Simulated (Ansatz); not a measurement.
Quartz-high SiO₂ (high-temperature phase) was calculated with r²SCAN in Ansatz (PAW).

Numerical settings: plane-wave cutoff 560 eV, 12×12×6 k mesh (along the axes of the cell as run), Fermi–Dirac smearing 0.01 eV, scalar-relativistic PAW data made under PBE.

Computed at the level's own relaxed cell.

```
O2Si
1.0
    5.05982     0.00000     0.00000
   -2.52991     4.38193     0.00000
    0.00000     0.00000     5.54130
Si O
3 6
Direct
  0.00000   0.50000   0.33333
  0.50000   0.00000   0.00000
  0.50000   0.50000   0.66667
  0.58348   0.79174   0.83333
  0.79174   0.58348   0.50000
  0.20826   0.79174   0.16667
  0.41652   0.20826   0.83333
  0.20826   0.41652   0.50000
  0.79174   0.20826   0.16667
```

Task: List the 31 lowest band energies at Γ above −25 eV (eV, relative to the valence band maximum), grouping those that round alike.

Result: At Γ: -20.40, -18.95 (×2), -18.37, -18.33 (×2), -8.63 (×2), -5.80, -5.52, -5.42 (×2), -2.95, -2.91 (×2), -2.60, -1.75, -1.74 (×2), -1.01 (×2), -0.46 (×2), -0.19, 6.30, 9.75 (×2), 10.08 (×2), 11.12, 11.98.

Note: symmetry holds this phase in the static calculation, where it need not be a minimum; held by symmetry at 0 K, a high-temperature phase can be a saddle point.

Ansatz is a quantum-chemistry and plane-wave program.
